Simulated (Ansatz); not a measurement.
System: CuAl (Pm-3m, No. 221, 2 atoms in the cell; start mp-1022721). Method: r²SCAN (PAW; Ansatz, a program for electronic structure).

Numerical settings: plane-wave cutoff 560 eV, 18×18×18 k mesh, Fermi–Dirac smearing 0.05 eV, no spin polarisation, scalar-relativistic PAW data made under PBE.

Cell (relaxed at this level):

```cif
data_AlCu
_chemical_formula_sum 'Al1 Cu1'
_space_group_name_H-M_alt 'P 1'
_space_group_IT_number 1
_cell_length_a 2.95656
_cell_length_b 2.95656
_cell_length_c 2.95656
_cell_angle_alpha 90.000
_cell_angle_beta 90.000
_cell_angle_gamma 90.000
loop_
_space_group_symop_operation_xyz
  'x, y, z'
loop_
_atom_site_label
_atom_site_type_symbol
_atom_site_fract_x
_atom_site_fract_y
_atom_site_fract_z
_atom_site_occupancy
Al1 Al 0.00000 0.00000 0.00000 1
Cu1 Cu 0.50000 0.50000 0.50000 1
```

Predict the bulk modulus B0.


* **bulk modulus B0**: 135 GPa

Note: the run has no spin polarisation, so it can have missed a magnetic state; the bulk modulus is −V dP/dV from two relaxed cells at ±2 % in volume; the relaxation could not lower the start's symmetry, so the cell can be a saddle point above a distorted one.

Static lattice: no zero-point or thermal effects.

Computing time: roughly 40 core-seconds.

A start named mp-… is a Materials Project structure, which need not be a measured phase.
